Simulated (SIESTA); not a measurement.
Band structure of Te₂Mo (P6_3/mmc, 6 atoms in the cell).

```yaml
crystal:
  lattice:
    - [3.50111, 0.00000, 0.00000]
    - [-1.75056, 3.03205, 0.00000]
    - [0.00000, 0.00000, 14.38265]
  atoms:
    - { symbol: Te, position: [0.33333, 0.66667, 0.62782] }
    - { symbol: Te, position: [0.66667, 0.33333, 0.37218] }
    - { symbol: Te, position: [0.66667, 0.33333, 0.12782] }
    - { symbol: Te, position: [0.33333, 0.66667, 0.87218] }
    - { symbol: Mo, position: [0.33333, 0.66667, 0.25000] }
    - { symbol: Mo, position: [0.66667, 0.33333, 0.75000] }
```

Level of theory: SIESTA with GGA PBE, numerical atomic orbitals DZP, PseudoDojo PBE standard norm-conserving potentials (rewritten from UPF to PSML).

Settings: XC.functional = GGA; XC.authors = PBE; potentials = PseudoDojo PBE standard; PAO.BasisSize = DZP; PAO.EnergyShift = 0.01 Ry; MeshCutoff = 300 Ry; kgrid.MonkhorstPack = 6 6 2; OccupationFunction = FD; ElectronicTemperature = 10 K; MaxSCFIterations = 150; SCF.Mixer.Method = Broyden; SCF.Mixer.Weight = 0.1; SCF.Mixer.History = 8; SCF.DM.Tolerance = 1.0E-04.

The starting cell comes from a database of computed structures (which also holds hypothetical and non-ambient phases and stackings), without a prior relaxation at this level. Its lattice was rescaled by a random factor within 2.5 % of one. Spin-orbit coupling is off. Values carry the incompleteness of an atom-centred basis.

**Question.** Predict the gap along the standard path and the places of the band edges.

**Answer.** The gap along the path is 0.96 eV, from Γ to a point between K and Γ; the smallest direct gap on it is 1.02 eV. Another conduction valley lies within 0.1 eV, so the order of the valleys is not sure.

Levels in eV from the top of the valence band on the path, bands 43 to 47:
```csv
point,43,44,45,46,47
Γ,-1.08,-0.87,-0.51,0.00,3.18
M,-0.88,-0.87,-0.51,-0.36,1.32
K,-1.77,-1.77,-0.20,-0.05,0.97
A,-1.09,-1.09,-0.11,-0.11,3.21
L,-0.87,-0.87,-0.43,-0.43,1.34
H,-1.85,-1.85,-0.13,-0.13,0.98
```

Higher empty bands are left out: an atom-centred basis made for the valence describes them poorly.
